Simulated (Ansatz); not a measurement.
Cost and result by functional for the surface energy of the (201) surface of alpha gallium in its 1x1 cell, outermost plane spacing 0.34 Å in the ideal cut, in Ansatz (plane waves, PAW). Single points on the PBE structure, on one kind of machine; costs are rough ratios of the slab run's core time (references not counted) to the cheapest single point. r2SCAN's cost holds its higher cutoff (500 against 420 eV). Differences are taken against r2SCAN for comparison alone: no measured value is at hand, so the table doesn't rank accuracy.

Set-up: 22 atoms, 10.6 Å thick at the start; mesh 6x6x1; 0.1 eV smearing; dipole correction on; all atoms relaxed; held to the start's symmetry, so lower structures may exist; no spin, no spin-orbit, no U. These notes are the PBE run's.

```tsv
functional	relative cost	surface energy (J/m²)	less r2SCAN (J/m²)
PBEsol	1	0.71	-0.01
LDA	1	0.79	0.06
RPBE	1	0.43	-0.29
r2SCAN	2	0.72	0.00
PBE (the relaxed run's value)	–	0.55	-0.17
```

The values span 0.36 J/m², while the single points' costs differ by a factor of roughly 2. Differences are of unrounded values.

Ansatz is a program for electronic structure.
